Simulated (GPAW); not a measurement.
GPAW run on Nb6GePt (P1, 8 atoms in the cell): self-consistent single point.

Computed with LDA (Perdew-Wang 92), GPAW PAW datasets LDA (gpaw-data 1.0.1) (plane waves; GPAW).

The change in words: atoms moved at random. Reference geometry:
```yaml
crystal:
  lattice:
    - [5.06625, 0.00000, 0.00000]
    - [0.00000, 5.06625, 0.00000]
    - [0.00000, 0.00000, 5.06625]
  atoms:
    - { symbol: Nb, position: [0.00000, 0.50000, 0.74989] }
    - { symbol: Nb, position: [0.00000, 0.50000, 0.25011] }
    - { symbol: Nb, position: [0.74989, 0.00000, 0.50000] }
    - { symbol: Nb, position: [0.25011, 0.00000, 0.50000] }
    - { symbol: Nb, position: [0.50000, 0.74989, 0.00000] }
    - { symbol: Nb, position: [0.50000, 0.25011, 0.00000] }
    - { symbol: Ge, position: [0.00000, 0.00000, 0.00000] }
    - { symbol: Pt, position: [0.50000, 0.50000, 0.50000] }
```

Reference input (self-consistent single point, DFT LDA (Perdew-Wang 92), plane waves, GPAW PAW datasets LDA (gpaw-data 1.0.1)): mode = pw; ecut = 550 eV; xc = LDA; kpts = 5 5 5; mesh shift (steps) = 0 0 0; occupations.name = methfessel-paxton; occupations.width = 0.1 eV; occupations.order = 0; nbands = -16; convergence.forces = 0.001 eV/Å; symmetry.symmorphic = false; symmetry.tolerance = 0.0005. This run's input differs from it in these lines:

```diff
@@ -8,10 +8,10 @@
                     [0.000000, 0.000000, 5.066249]],
-              scaled_positions=[[0.000000, 0.500000, 0.749890],
-                                [0.000000, 0.500000, 0.250110],
-                                [0.749890, 0.000000, 0.500000],
-                                [0.250110, 0.000000, 0.500000],
-                                [0.500000, 0.749890, 0.000000],
-                                [0.500000, 0.250110, 0.000000],
-                                [0.000000, 0.000000, 0.000000],
-                                [0.500000, 0.500000, 0.500000]],
+              scaled_positions=[[-0.007651, 0.496831, 0.748924],
+                                [0.008144, 0.509042, 0.253627],
+                                [0.745648, 0.004427, 0.502290],
+                                [0.247277, -0.004438, 0.501109],
+                                [0.504832, 0.741504, -0.012516],
+                                [0.504299, 0.251756, 0.008450],
+                                [-0.002283, -0.006517, -0.003501],
+                                [0.499735, 0.507395, 0.501616]],
               pbc=True)
```

The program printed (abridged):

```
     iter     time        total  log10-change:
                         energy   eigst   dens  force
iter:   1 --:--:--   -89.841566
iter:   2 --:--:--   -88.818358   -1.10  -1.16
iter:   3 --:--:--   -85.859197   -0.88  -1.18
iter:   4 --:--:--   -85.041370   -1.41  -1.39
iter:   5 --:--:--   -84.950047   -1.06  -1.59
iter:   6 --:--:--   -84.834331   -1.97  -1.99
iter:   7 --:--:--   -84.627384   -2.21  -2.04
iter:   8 --:--:--   -84.621266   -2.52  -2.35
iter:   9 --:--:--   -84.606165c  -2.88  -2.46
iter:  10 --:--:--   -84.601183c  -3.98  -2.72
iter:  11 --:--:--   -84.600600c  -4.13  -2.89
iter:  12 --:--:--   -84.600459c  -4.70  -2.99
iter:  13 --:--:--   -84.600673c  -4.42  -3.03
iter:  14 --:--:--   -84.600760c  -5.11  -3.21
iter:  15 --:--:--   -84.600465c  -5.08  -3.29
iter:  16 --:--:--   -84.600364c  -5.29  -3.53
iter:  17 --:--:--   -84.600266c  -5.05  -3.75
iter:  18 --:--:--   -84.600269c  -6.21  -4.22c
iter:  19 --:--:--   -84.600268c  -7.18  -4.18c
iter:  20 --:--:--   -84.600271c  -7.48c -4.19c
iter:  21 --:--:--   -84.600280c  -6.07  -4.11c
iter:  22 --:--:--   -84.600277c  -7.43c -4.09c -2.18
iter:  23 --:--:--   -84.600271c  -6.24  -4.18c
iter:  24 --:--:--   -84.600271c  -7.95c -4.72c -2.43
iter:  25 --:--:--   -84.600270c  -8.01c -4.84c -3.00c
Converged after 25 iterations.

Dipole moment: (0.187920, 1.056277, 1.316493) |e|*Ang

Energy contributions relative to reference atoms: (reference = -1179887.746934)

Kinetic:        +21.588691
Potential:      -42.911172
External:        +0.000000
XC:             -62.283776
Entropy (-ST):   -0.053115
Local:           -0.967455
SIC:             +0.000000
--------------------------
Free energy:    -84.626828
Extrapolated:   -84.600270

Showing only first 2 kpts
 Kpt  Band  Eigenvalues  Occupancy
  0    47     12.16066    1.96769
  0    48     12.17133    1.95337
  0    49     12.26632    1.48196
  0    50     12.26847    1.46209

  1    47     12.06352    1.99956
  1    48     12.23218    1.74119
  1    49     12.28179    1.33100
  1    50     12.40283    0.19908

Fermi level: 12.31202

No gap
   [... lines left out ...]
  2 Nb   -0.00443    0.00862   -0.29619
  3 Nb    0.23150    0.26769    0.03684
  4 Nb   -0.14062    0.51777    0.43879
  5 Nb   -0.31908   -0.20703   -0.10912
  6 Ge    0.20235    0.34171    0.18139
  7 Pt   -0.01131   -0.49282   -0.20561

Stress tensor:
    -0.009625     0.001841    -0.002523
     0.001841    -0.011133    -0.003059
    -0.002523    -0.003059    -0.011869
Stress (GPa, Voigt): [-1.5421 -1.7837 -1.9017 -0.4902 -0.4042  0.2949]
```

The run converged in 25 iterations. GPAW prints stress with tension positive. Against the reference run the free energy rises by 7.5 meV/atom, the pressure goes from 1.44 to 1.74 GPa and the largest force goes from 0.221 to 0.693 eV/Å.

The starting cell comes from a database of computed structures (which also holds hypothetical and non-ambient phases and stackings), without a prior relaxation at this level. Its lattice was rescaled by a random factor within 2.5 % of one. For this run, on top of that: atoms moved at random. Spin polarisation is off.

Cost on one core of a shared machine: roughly 5 min.
